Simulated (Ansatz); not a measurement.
Base system: TiO₂ in the rutile structure (space group P4_2/mnm, No. 136; a = 4.591 Å, c = 2.939 Å).

Computed with PBEsol in Ansatz (plane waves to 420 eV, PAW, no spin-orbit coupling).

Base values:

- Gap between the host's bands: 1.87 eV
- Gap character: direct at Γ

Modification: hole doping at 7.0×10^21 cm⁻³ (0.434 per cell), with a uniform compensating background at fixed cell and a 300 K Fermi–Dirac width.

Q: What happens to the Fermi level from band edge?

A: The Fermi level relative to the doped band's edge (positive inside the band; to 0.05 eV) comes out as +0.55 eV.

Q: What does the calculation give for the gap between the host's bands after the change?

A: The gap between the host's bands grows by 0.12 eV (1.87 eV → 1.99 eV).

Q: Estimate the effect on the gap character.

A: The gap character stays direct at Γ.

Charged cell with a jellium background: band edges are those of the host's band count, energies are not comparable with the neutral cell, and many-body gap narrowing is missing. Whether these cells are dynamically stable was not tested. The final runs are not spin-polarised.

Ansatz is a program for electronic structure.
